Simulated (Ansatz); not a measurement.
Defect migration in zinc-blende BP: B vacancy, charge state -3. Method: PBE, PAW (plane waves to 420 eV; Ansatz, a first-principles code).

64-site cell at the relaxed PBE lattice, a 2×2×2 k-point mesh shifted by half a step, smearing 0.01 eV, spin-restricted, no finite-size correction. Static, classical nuclei. The charge state is imposed; whether it is stable for some Fermi level was not computed. Forms of the defect that were not tried may lie lower.

Barriers: single points on a 3×3×3 k-point mesh shifted by half a step at the bands' geometries.

The only route run: one B atom jumps into the vacancy from a nearby B site; the atom moves 3.18 Å along (0.00, 0.49, -0.49) of the unit cell; the moving atom starts with neighbours P at 1.95, 3 P at 1.98 Å and ends with P at 1.95, 3 P at 1.98 Å. Its barrier is 3.22 eV. The saddle point's order was not checked, and it lies on a symmetry element of the cell, where a band can be held. The defect has 12 equivalent sites to jump to, 3.22 Å away. Attempt frequency: take 10 THz as a typical guess.

Q: Estimate the defect's diffusion coefficient at 300 K, how far it wanders in 1 s, and how much an error of 0.1 eV in the barrier would matter.

A: kT = 0.0259 eV, so each jump happens at Γ = ν exp(−E/kT) = 1.0e13 × exp(−124.56) ≈ 8.0e-42 s⁻¹. For uncorrelated jumps in a cubic host D = z λ² Γ / 6 = 12 × (3.22e-8 cm)² × 8.0e-42 / 6 ≈ 1.7e-56 cm²/s. The root-mean-square distance is √(6Dt) ≈ 3e-21 nm, less than one jump, so the defect is frozen in. An error of 0.1 eV changes D by a factor exp(0.1/kT) ≈ 48, and the distance by its square root. This is the isolated defect's own diffusivity; trapping, its concentration and zero-point motion are left out.
